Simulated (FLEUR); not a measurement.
Worked example: self-consistent single point of AgNO3 (R3m, 5 atoms in the cell) in FLEUR.

Method of the run: LDA (Perdew-Zunger), all-electron FLAPW (FLEUR), scalar-relativistic valence.

```yaml
crystal:
  lattice:
    - [2.52771, 1.45938, 2.80851]
    - [-2.52771, 1.45938, 2.80851]
    - [0.00000, -2.91875, 2.80851]
  atoms:
    - { symbol: Ag, position: [0.99804, 0.99804, 0.99804] }
    - { symbol: N, position: [0.57411, 0.57411, 0.57411] }
    - { symbol: O, position: [0.43488, 0.43488, 0.85948] }
    - { symbol: O, position: [0.85948, 0.43488, 0.43488] }
    - { symbol: O, position: [0.43488, 0.85948, 0.43488] }
```

Reference input (self-consistent single point, DFT, PBEsol, all-electron FLAPW (FLEUR), scalar-relativistic valence): Kmax = 4.7 1/bohr; GmaxXC = 16.4 1/bohr; xcFunctional = PBEs; jspins = 1; l_soc = F; mode = hist; fermiSmearingEnergy = 0.00036749 Htr; mesh (inpgen div1-3) = 6 6 6; inpgen gamma flag = true; Gmax = 16.4 1/bohr; numbands = 0; maxIterBroyd = 99. This run's input differs from it in these lines:

```diff
@@ -17,3 +17,3 @@
 &comp jspins=1 /
-&exco xctyp='PBEs' /
+&exco xctyp='pz' /
 &kpt div1=6 div2=6 div3=6 gamma=t /
@@ -30,3 +30,3 @@
       <coreElectrons ctail="T" frcor="F" kcrel="0" coretail_lmax="0"/>
-      <xcFunctional name="PBEs" relativisticCorrections="F"/>
+      <xcFunctional name="pz" relativisticCorrections="F"/>
       <magnetism jspins="1"/>
```

The program printed (abridged):

```
 Iteration:     1   Distance:      18.68438683 me/bohr^3
 Iteration:     2   Distance:      17.05928229 me/bohr^3
 Iteration:     3   Distance:       9.74751766 me/bohr^3
 Iteration:     4   Distance:       2.58352944 me/bohr^3
 Iteration:     5   Distance:       1.30136133 me/bohr^3
   [... 7 lines left out ...]
 Iteration:    13   Distance:       0.00063440 me/bohr^3
 Iteration:    14   Distance:       0.00012702 me/bohr^3
 Iteration:    15   Distance:       0.00011140 me/bohr^3
 Iteration:    16   Distance:       0.00000658 me/bohr^3
 Reset of history
 Run finished successfully
 Stop message:
   Structural relaxation: new displacements generated

[file out, last iteration]
             iter=     17
[...]
          total density-effective poten   -9.1267622594E+03
          total charge density-energy d   -1.7501447243E+02
 Updated energy parameters for spin:           1
[...]
 fermi energy and band-weighting factors:

[...]
FERMIE:
          first approx. to ef    (T=0)  :   0.529934 htr   (energy of the highest occ. eigenvalue)
          number of occ. states  (T=0)  :        640
          first approx. to seigv (T=0)  :   0.403883 htr
          sum of weights of occ. states :  20.000000
          sum of semicore charge        :   0.000000 e
FERHIS:  Fermi-Energy by histogram:
          bandgap                     :   0.059588 htr
   [... lines left out ...]
          charge neutrality (T=0)     :   0.000000    (zero if the highest occ. eigenvalue is "entirely" occupied)
 Direct bandgap for spin            1 :    7.9636887276400170E-002  Htr
 ---->    free energy=                     -5590.8268513542 htr
   [... lines left out ...]
 TOTAL FORCE FOR ATOM TYPE=  1  X=  0.000   Y=  0.000   Z= -0.031
                       FX_TOT= 0.000000 FY_TOT= 0.000000 FZ_TOT= 0.001654
 TOTAL FORCE FOR ATOM TYPE=  2  X=  0.000   Y=  0.000   Z= -6.781
                       FX_TOT= 0.000000 FY_TOT= 0.000000 FZ_TOT=-0.002460
 TOTAL FORCE FOR ATOM TYPE=  3  X=  0.000   Y=  3.174   Z=  3.870
                       FX_TOT= 0.000000 FY_TOT=-0.019692 FZ_TOT= 0.000125
```

The run converged in 16 iterations. FLEUR gives forces in its relaxation mode, with a further iteration, so its stop message speaks of a relaxation. Against the reference run the largest force goes from 1.396 to 1.013 eV/Å and the gap on the mesh goes from 1.739 to 1.621 eV.

The starting cell comes from a database of computed structures (which also holds hypothetical and non-ambient phases and stackings), without a prior relaxation at this level. Its lattice was rescaled by a random factor within 2.5 % of one. Values depend on the basis (sphere radii, cutoffs, local orbitals), which need not be converged. Forces in this geometry exceed 1 eV/Å.

Cost on one core of a shared machine: roughly 4 min.
